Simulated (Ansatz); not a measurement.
The starting structures come from a database of crystals and need not be the phases stable at ambient conditions.

Data:

```
CELL_PARAMETERS angstrom
      5.02537     0.00000     0.00000
      0.87608     5.17090     0.00000
      0.00000     0.00000     5.08413
ATOMIC_POSITIONS crystal
  Nb 0.70738 0.71957 0.45248
  Nb 0.29262 0.28043 0.54752
  Nb 0.29262 0.78043 0.95248
  Nb 0.70738 0.21957 0.04752
  N  0.55560 0.97551 0.74517
  N  0.44440 0.02449 0.25483
  N  0.44440 0.52449 0.24517
  N  0.55560 0.47551 0.75483
  O  0.93852 0.34953 0.32315
  O  0.06148 0.65047 0.67685
  O  0.06148 0.15047 0.82315
  O  0.93852 0.84953 0.17685
```

Space group of this cell: P2_1/c. The cell is taken as given; by PBEsol its mean pressure is -10.9 GPa.

Transport runs along the normal of the first two printed cell vectors.

The gap is the functional's own, uncorrected, and κ follows it; spin-orbit coupling is left out. Mid-gap values are interpolated between the computed energies.

Problem. Predict the band gap and the smallest decay constant κ at mid-gap from PBEsol (Ansatz, a first-principles code).

Solution. Gap 1.55 eV on a 6×6×6 mesh; κ = 0.250 1/Å, at (0.500, 0.000) of the in-plane reciprocal vectors. At the zone centre, at the nearest computed energy, the slowest state has κ = 0.27 1/Å.
